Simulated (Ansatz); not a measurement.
The starting structures come from a database of crystals and need not be the phases stable at ambient conditions.

 Where the default PAW files enter, the runs use the earlier of Ansatz's two default sets.

Inside the gap of an insulator the Bloch states are evanescent, with a wavenumber k + iκ along the transport direction.

Data:

```yaml
crystal:
  lattice:
    - [5.64090, 0.00000, 0.00000]
    - [-2.82045, 4.88516, 0.00000]
    - [2.82045, 1.62839, 4.60578]
  atoms:
    - { symbol: Sr, position: [0.50000, 0.75000, 0.75000] }
    - { symbol: Sr, position: [0.50000, 0.25000, 0.25000] }
    - { symbol: Ga, position: [0.00000, 0.00000, 0.00000] }
    - { symbol: Sb, position: [0.00000, 0.50000, 0.50000] }
    - { symbol: O, position: [0.00000, 0.74989, 0.74989] }
    - { symbol: O, position: [0.00000, 0.25011, 0.25011] }
    - { symbol: O, position: [0.00000, 0.74989, 0.25011] }
    - { symbol: O, position: [0.00000, 0.25011, 0.74989] }
    - { symbol: O, position: [0.50022, 0.25011, 0.74989] }
    - { symbol: O, position: [0.49978, 0.74989, 0.25011] }
```

Space group of this cell: Fm-3m. The cell is taken as given; by PBEsol its mean pressure is -5.9 GPa.

Transport runs along the normal of the first two printed cell vectors, the (111) plane of the conventional cell.

The gap is the functional's own, uncorrected, and κ follows it; spin-orbit coupling is left out. Mid-gap values are interpolated between the computed energies.

Problem. Compute, with PBEsol (Ansatz, a first-principles code), the band gap and the smallest decay constant κ at mid-gap.

Solution. Gap 0.66 eV on a 8×8×8 mesh; κ = 0.108 1/Å, at the zone centre.
